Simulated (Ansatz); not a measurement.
LaN (model structure, within 0.1 Å of P4/nmm, No. 129, 8 atoms in the cell)

All values below come from PBEsol (Ansatz, a program for electronic structure, PAW).

Run with plane-wave cutoff 520 eV, 4×10×8 k mesh (along the axes of the cell as run), Fermi–Dirac smearing 0.01 eV, scalar-relativistic PAW data made under PBE.

Cell (relaxed at this level):

```cif
data_La2N2
_chemical_formula_sum 'La2 N2'
_space_group_name_H-M_alt 'P4/nmm :1'
_space_group_IT_number 129
_space_group_name_Hall 'P 4ab 2ab -1ab'
_cell_length_a 3.70663
_cell_length_b 3.70663
_cell_length_c 5.26848
_cell_angle_alpha 90.000
_cell_angle_beta 90.000
_cell_angle_gamma 90.000
loop_
_space_group_symop_operation_xyz
  'x, y, z'
  '-y+1/2, x+1/2, z'
  '-x, -y, z'
  'y+1/2, -x+1/2, z'
  'x+1/2, -y+1/2, -z'
  '-y, -x, -z'
  '-x+1/2, y+1/2, -z'
  'y, x, -z'
  '-x+1/2, -y+1/2, -z'
  'y, -x, -z'
  'x+1/2, y+1/2, -z'
  '-y, x, -z'
  '-x, y, z'
  'y+1/2, x+1/2, z'
  'x, -y, z'
  '-y+1/2, -x+1/2, z'
loop_
_atom_site_label
_atom_site_type_symbol
_atom_site_symmetry_multiplicity
_atom_site_Wyckoff_symbol
_atom_site_fract_x
_atom_site_fract_y
_atom_site_fract_z
_atom_site_occupancy
La1 La 2 c 0.00000 0.50000 0.25360 1
N1 N 2 c 0.50000 0.00000 0.26486 1
```
(The calculation used a cell of 8 atoms; values per cell refer to that cell.)

For LaN (model structure, within 0.1 Å of P4/nmm, No. 129, 8 atoms in the cell), the band gap is none. The bulk modulus B0 is 126 GPa.

Note: the bulk modulus is −V dP/dV from two relaxed cells at ±2 % in volume.

Spin–orbit coupling is not included; it can open a gap where bands touch, and shift volumes and moduli.

A model structure was made by putting elements into a prototype or built by hand; it is no filed structure, need not be a known phase, and can be a saddle point held by its symmetry.
